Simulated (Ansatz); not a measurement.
BN, alloy series

The reference is BN in the zinc blende structure (space group F-43m, No. 216; a = 3.605 Å).

The other end (x = 1) is BAs in the zinc blende structure (space group F-43m, No. 216): 13.55 Å³/atom, gap 1.08 eV.

As replaces a fraction x of N; each row is one arrangement (x, atoms in the cell, starting space group or random), fully relaxed.

All numbers come from Kohn–Sham DFT with the PBEsol functional, run in Ansatz (a quantum-chemistry and plane-wave program) with PAW and 420 eV plane waves, without spin-orbit coupling, earlier PAW set.

Candidates:
(a) x(As) = 0.5, 8 atoms, R3m
(b) x(As) = 0.75, 8 atoms, R3m
(c) x(As) = 0.5, 8 atoms, P-4m2
(d) x(As) = 0.333, 6 atoms, P3m1
(e) x(As) = 0.5, 8 atoms, Pmn2_1

Notes on the quantities. deviation of the volume from the linear: Vegard-type) interpolation.

Q: Order them by deviation of the volume from the linear, highest first.

A: (b) x(As) = 0.75, 8 atoms, R3m (+0.7 %), (a) x(As) = 0.5, 8 atoms, R3m (-0.9 %), (d) x(As) = 0.333, 6 atoms, P3m1 (-3.0 %), (c) x(As) = 0.5, 8 atoms, P-4m2 (-3.6 %), (e) x(As) = 0.5, 8 atoms, Pmn2_1 (-3.9 %)

Each cell is one ordered arrangement of few atoms, which overstates ordering effects compared with a random alloy. Stability against distortions was not tested. All final runs are without spin polarisation.
